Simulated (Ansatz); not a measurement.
Start from Se (space group P3_121, No. 152; a = 4.535 Å, c = 5.041 Å; made of chains).

The change: every lattice vector is shortened by 1.42 %; the atoms relax in the strained cell.

Method: PBE (Ansatz, a program for electronic structure), without spin-orbit coupling.

Base, band edges from the VBM (valence, conduction): K -1.27, 2.92; H -0.22, 1.04; M -0.85, 2.02; L 0.00, 1.56; A -0.94, 1.36; Γ -0.31, 1.95 eV.

Problem. Give the band edges at the high-symmetry points of the new zone, measured from its valence-band maximum.

Solution. 
```
point  valence edge (eV)  conduction edge (eV)
-----  -----------------  --------------------
Γ                  -0.38                  1.88
M                  -0.92                  1.94
K                  -1.44                  2.93
A                  -0.99                  1.21
L                   0.00                  1.67
H                  -0.25                  1.09
```

The gap is 1.09 eV, indirect, L → H.

Stability against distortions was not tested. No dispersion term is included, though the crystal is made of layers, chains or molecules, so its spacings can come out too wide.
